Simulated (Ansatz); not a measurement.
**A computed series for KTaO3: point defects**

The parent structure is a 20-atom supercell of KTaO$_{3}$ in the cubic perovskite structure (space group Pm-3m, No. 221; a = 3.985 Å) at its relaxed geometry.

One neutral defect a cell, atoms relaxed at fixed cell.

Calculations: DFT with PBEsol, PAW potentials and a 420 eV plane-wave cutoff in Ansatz (a program for electronic structure), without spin-orbit coupling.

| case | total moment of the cell | largest displacement of a host atom from its site in the perfect cell | pressure |
|---|---|---|---|
| perfect supercell | – | – | 0.0 GPa |
| O on a Ta site (antisite), symmetric start | 2.4 μB | 0.07 Å | 0.9 GPa |
| O vacancy | 0.1 μB | 0.05 Å | -0.2 GPa |
| K on a Ta site (antisite), symmetric start | 4.0 μB | 0.15 Å | 16.5 GPa |

Other magnetic orders, which the real material may have, were not ruled out. The cell is small, so the values are those of an ordered compound at a high defect concentration; dilute-limit values will differ. A case with no gap was solved on a k-mesh chosen for an insulator, which is coarse for it. Defects with a symmetric start kept the site's symmetry and may sit on a saddle; the others started slightly shaken. Starting moments died away, wholly or in part, for O vacancy; another magnetic solution may exist. No Hubbard U is applied, and correlation can decide whether such a compound is a metal.
